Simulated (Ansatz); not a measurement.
# MoS2 under a change: pressure 60 GPa

Take MoS2 in the 2H-MoS2 type structure (space group P6_3/mmc, No. 194; a = 3.1494 Å, c = 12.0915 Å; layered, stacked along the Cartesian z axis) as the base.

Modification: a hydrostatic pressure of 60 GPa.

All numbers come from PBE-D3(BJ) (Ansatz, a first-principles code), no spin-orbit coupling, earlier PAW set. Γ-centred 12×12×3 mesh, Fermi–Dirac width 0.05 eV.

* **Volume per atom**: 12.06 Å³ (base 17.31 Å³)
* **c/a ratio**: 3.631 (base 3.839)
* **Shortest interatomic distance**: 2.290 Å (base 2.400 Å)
* **Enthalpy H = E + PV relative to the base's energy**: +5.20 eV/atom
* **Band gap**: zero (base 0.78 eV)

The mesh was chosen for an insulator and is coarse for the gapless case. Load acts through the strain it causes; cell and atoms are relaxed under it. Whether these cells are dynamically stable was not tested. Competing high-pressure phases were not computed. All final runs are without spin polarisation.
